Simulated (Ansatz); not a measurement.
Results of r²SCAN in Ansatz (PAW) for BaTiO3 (R3m, No. 160, 5 atoms in the cell; start mp-5020).

Input:

Ansatz 0.2 input:
```yaml
crystal:
  lattice:
    - [2.8589283576, 1.6506030569, 2.3468431184]
    - [-2.8589283576, 1.6506030569, 2.3468431184]
    - [0.0, -3.3012061137, 2.3468431184]
  atoms:
    - { symbol: Ba, position: [0.0012592265, 0.0012592265, 0.0012592265] }
    - { symbol: Ti, position: [0.5146724895, 0.5146724895, 0.5146724895] }
    - { symbol: O, position: [0.4882336469, 0.9786909902, 0.4882336469] }
    - { symbol: O, position: [0.4882336469, 0.4882336469, 0.9786909902] }
    - { symbol: O, position: [0.9786909902, 0.4882336469, 0.4882336469] }
basis:
  ecutwfc: 560
  ecutrho_ratio: 4
  xc_grid: 3
kpoints:
  mp_grid: { grid: [8, 8, 8] }
hamiltonian:
  xc: r2scan
  dispersion: none
  pseudopotentials: { azcp: { folder: ./paw }, kind: paw }
scf:
  occupations: { method: fermi_dirac, width: 0.01 }
output:
  forces: true
  stress: true
  eigenvalues: true
relax:
  f_tol: 0.004
  escape_saddle: false
  max_steps: 80
  cell: { stress_tol: 0.02, fix: [volume] }
```

Excerpt of the program's output:

```
Relaxation: its limit of steps is 80 (relax.max_steps)
Crystal: 5 atoms, lattice volume = 66.448 Å³
Basis set: ecut = 560 eV, 1971 PW (Γ), exchange–correlation on 96×96×96 points (27 copies of the dense FFT grid, shifted against one another)
Bands: 25, of which v1, the nominal top of the filled ones, is band 20 counted from 1 (19 counted from 0)
Symmetry: 6 space group operations
Space group: R3m (ITA 160), of the structure as read, at distance tolerance 4.1e-5 Å
k-points: 65 of 512 (time reversal used)
Initial density: superposition of atomic densities (chi_scale 0.1, normalization cell, long waves kept (reshape's long-wave potential 0.00 eV rms))
Functional: x = r2scan, c = r2scan; τ floored in thin density (d = 2e-4 eV/Å³)
SCF iter   1: F=—  HF=-10183.811235 eV  |F-HF|=—  |Δ(HF+E_count)|=         —  Δρ=5.35e-2  dr2=2.20e0  dr2_τ=2.29e-1
SCF iter   2: F=—  HF=-10183.939727 eV  |F-HF|=—  |Δ(HF+E_count)|=   1.28e-1  Δρ=2.76e-2  dr2=4.43e-1  dr2_τ=3.42e-2
  ...
SCF 1 converged in 8 iterations: F = -10183.967160 eV  dr2 = 4.61e-8
Crystal: 5 atoms, lattice volume = 66.448 Å³
Initial density: handed on by an earlier stage of this run
  ...
Crystal: 5 atoms, lattice volume = 66.448 Å³
SCF 3 converged in 5 iterations: F = -10183.969692 eV  dr2 = 2.25e-7
Crystal: 5 atoms, lattice volume = 66.448 Å³
SCF 4 converged in 6 iterations: F = -10183.971670 eV  dr2 = 3.25e-8
Crystal: 5 atoms, lattice volume = 66.448 Å³
SCF 5 converged in 5 iterations: F = -10183.971869 eV  dr2 = 5.06e-8
Crystal: 5 atoms, lattice volume = 66.448 Å³
SCF 6 converged in 6 iterations: F = -10183.971912 eV  dr2 = 3.07e-10
Crystal: 5 atoms, lattice volume = 66.448 Å³
SCF iter   4: F=—  HF=-10183.971910 eV  |F-HF|=—  |Δ(HF+E_count)|=   2.73e-9  Δρ=1.31e-7  dr2=9.19e-12  dr2_τ=2.43e-12
SCF iter   5: F=-10183.971910 eV  HF=-10183.971910 eV  |F-HF|=3.64e-12  |Δ(HF+E_count)|=  3.64e-12  Δρ=4.50e-8  dr2=5.93e-13  dr2_τ=3.77e-13
SCF 7 converged in 5 iterations: F = -10183.971910 eV  dr2 = 5.93e-13
SCF converged after 5 iterations
Free energy (F): -10183.971910 eV
Internal energy: -10183.971910 eV  (E = F + TS)
E sigma→0 (E₀):  -10183.971910 eV
Fermi energy:    10.874613 eV
--- Forces (eV/Å), atoms counted from 1 ---
  atom   1  Ba     0.00000000    -0.00000000    -0.00053047
  atom   2  Ti     0.00000000     0.00000000     0.00049952
  atom   3  O      0.00050808    -0.00029334     0.00007873
  atom   4  O     -0.00000000     0.00058669     0.00007873
  atom   5  O     -0.00050808    -0.00029334     0.00007873
--- Stress (GPa, compression-positive) ---
       -2.118973      -0.000000       0.000000
        0.000000      -2.118973      -0.000000
       -0.000000      -0.000000      -2.119387
  P = ⅓ Tr σ = -2.1191 GPa (-21.191 kbar)
```

The cell is one volume of an energy–volume scan, off the minimum.

The PAW data were made under PBE.

Note: the relaxation could not lower the start's symmetry, so the cell can be a saddle point above a distorted one.

A start named mp-… is a Materials Project structure, which need not be a measured phase.

Ansatz is a quantum-chemistry and plane-wave program.
